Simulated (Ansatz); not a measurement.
Consider Sn in the diamond structure (space group Fd-3m, No. 227; relaxed with 0.1 eV smearing).

```
Sn
1.0
    0.00000     3.32808     3.32808
    3.32808     0.00000     3.32808
    3.32808     3.32808     0.00000
Sn
2
Cartesian
  0.00000   0.00000   0.00000
  1.66404   1.66404   1.66404
```

Cartesian axes are those of the cell as printed.

The values are results of DFT with PBE, PAW potentials and a 420 eV plane-wave cutoff in Ansatz (a program for electronic structure), no SOC, not measurements.

Perturbation: compressive biaxial strain of 3.00 % in the plane normal to [001], as in epitaxy on a mismatched substrate; the out-of-plane cell vector and the atoms relax.

Q: What does the calculation give for the out-of-plane strain after the change?

A: The out-of-plane strain comes out as +2.88 %.

Q: What happens to the energy relative to the base?

A: The energy increases by 12 meV/atom.

Stability against distortions was not tested.
